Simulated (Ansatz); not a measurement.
**SrTiO3: strain along the normal**

SrTiO3 (cubic perovskite, Pm-3m, 11.451 Å³/atom at rest) under an equal strain ε in the (111) plane with the normal axis free, as in a coherent film. LDA in Ansatz, a plane-wave DFT program (PAW, default set), 420 eV, 9×9×9 Γ-centred mesh, Fermi-Dirac smearing 0.05 eV; ions are relaxed within the symmetry of each cell.

Here s stands for strain and y for normal strain.

| strain (%) | normal strain (%) |
|---|---|
| -2.50 | ? |
| -1.00 | 0.70 |
| -0.50 | 0.34 |
| 0.00 | 0.00 |
| 0.50 | -0.34 |
| 1.00 | -0.66 |

Fit y of the 5 rows that show it with a straight line. Means: s 0, y 0.008. About the means, the sum of products is -1.7000 and the sum of squares of s is 2.5000; the slope is their ratio. Least squares gives y = 0.008 - 0.6800·s. Residuals (row less fit): 0.012, -0.008, -0.008, -0.008, 0.012; standard error 0.013 (degrees of freedom: 3). The slope, -0.68 ± 0.01, is the elastic response of the normal axis.

Problem. Predict the withheld y at s = -2.50 from the fit, and compare with the calculation.

Solution. y = 0.008 - 0.6800 × (-2.5) = 1.708%. The calculation gives 1.81%, 0.102% above the prediction (4.1 % of the range of y in the table). The row lies outside the fitted rows, so this is an extrapolation. From the scatter of the fitted rows alone, a prediction at this place has a standard error of 0.024%, so the miss is 4.2 times that.

One order more, fitted to all 11 runs of the series, follows each within 0.01, so the miss is the next term of a smooth law. The primitive cell can neither tilt nor turn polar against its symmetry, as such crystals can under strain. SrTiO3 is here the ideal cubic form; the compound distorts at low or room temperature. Rows are the converged runs of the series near zero and its far end; series whose fitted rows scatter by over a few per cent of the range, as at a crossing or softening among them, aren't shown in this form. Most that stay on the fit to the last digits aren't either.
